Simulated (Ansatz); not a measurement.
The parent structure is ZnS in the wurtzite structure (space group P6_3mc, No. 186).

```yaml
crystal:
  lattice:
    - [3.84528, 0.00000, 0.00000]
    - [-1.92264, 3.33011, 0.00000]
    - [0.00000, 0.00000, 6.30521]
  atoms:
    - { symbol: Zn, position: [0.33333, 0.66667, 0.00023] }
    - { symbol: Zn, position: [0.66667, 0.33333, 0.50023] }
    - { symbol: S, position: [0.33333, 0.66667, 0.37477] }
    - { symbol: S, position: [0.66667, 0.33333, 0.87477] }
```

Cartesian axes are those of the cell as printed.

Computed with PBE/PAW in Ansatz (a first-principles code), scalar-relativistic without spin-orbit coupling.

One thing is altered: the cell is stretched by 0.60 % along z with no lateral relaxation; the atoms relax in the strained cell.

Question: Predict the stress tensor and what it implies for the stiffness.

Answer: Stress of the strained cell less that of the base (GPa, compression positive):
```
  -0.23    0.00    0.00
   0.00   -0.23    0.00
   0.00    0.00   -0.80
```

Then −Δσ_ii/ε with ε = 0.0060 gives relaxed-ion elastic constants: C33 ≈ 134 GPa.

No phonon test of stability was made.
